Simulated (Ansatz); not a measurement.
Defect: Os vacancy in hcp Os, neutral cell. The step: one Os atom jumps into the vacancy from a nearby Os site; the atom moves 2.78 Å along (0.00, -1.01, 0.00) of the unit cell; the moving atom starts with neighbours 4 Os at 2.69, 2 Os at 2.71, Os at 2.73, 2 Os at 2.75, Os at 2.76, Os at 2.77 Å and ends with 4 Os at 2.69, 2 Os at 2.71, Os at 2.72, 2 Os at 2.75, Os at 2.76, Os at 2.78 Å. A PBE band in Ansatz (plane-wave PAW, a 2×2×2 k-point mesh shifted by half a step along c, 36 host sites, 27 SCF runs with any check of the saddle's order, static, no finite-size correction) gives a forward barrier of 3.24 eV. The saddle point's order was not checked, and it lies on a symmetry element of the cell, where a band can be held. Forms of the defect that were not tried may lie lower.

Single points at the band's start and saddle point can refine it. Rough cost of one point, in units of the band's mean SCF on the same machine:

```json
[
 {"Level": "PBE, a 4×4×3 k-point mesh shifted by half a step along c", "Cost of one point": "about 5"},
 {"Level": "r2SCAN at 500 eV, a 2×2×2 k-point mesh shifted by half a step along c", "Cost of one point": "about 3"}
]
```

**Question.** Which of these move the barrier by more than 0.1 eV, and how far does each move it?

**Answer.** PBE, a 4×4×3 k-point mesh shifted by half a step along c: -0.15 eV; r2SCAN at 500 eV, a 2×2×2 k-point mesh shifted by half a step along c: +0.05 eV. Each functional is compared with PBE at the same k-points.

Ansatz is an electronic-structure program.
